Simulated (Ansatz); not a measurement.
```
SrO
1.0
    0.00000     2.59750     2.59750
    2.59750     0.00000     2.59750
    2.59750     2.59750     0.00000
O Sr
1 1
Direct
  0.00000   0.00000   0.00000
  0.50000   0.50000   0.50000
```

The cell is fixed at its relaxed static size. Melting and transitions to other phases are not modelled. An odd repeat of the supercell leaves out some zone-boundary points, where instabilities often lie.

Q: Is this phase dynamically stable in the harmonic approximation, and at 300, 1500 K by the stochastic self-consistent harmonic approximation in a 3×3×3 supercell, PBE density-functional theory in Ansatz (plane waves, PAW)? Give the softest mode in each case.

A: Harmonic: softest mode 88 cm⁻¹ at q = (0.00, 0.00, 0.33), so stable at the wave vectors of the supercell. 300 K: stable, softest second derivative of the free energy 88 cm⁻¹ (error under 1) at q = (0.00, 0.00, 0.33), at 1.2 GPa in this cell. 1500 K: stable, softest second derivative of the free energy 86 cm⁻¹ (error under 1) at q = (0.00, 0.00, 0.33), at 4.8 GPa in this cell. The verdict is statistical, holds for these wave vectors and this fixed cell alone, and errs towards stability where frames are few. Wave vectors are fractions of the primitive cell's reciprocal vectors.

Ansatz is an electronic-structure program.
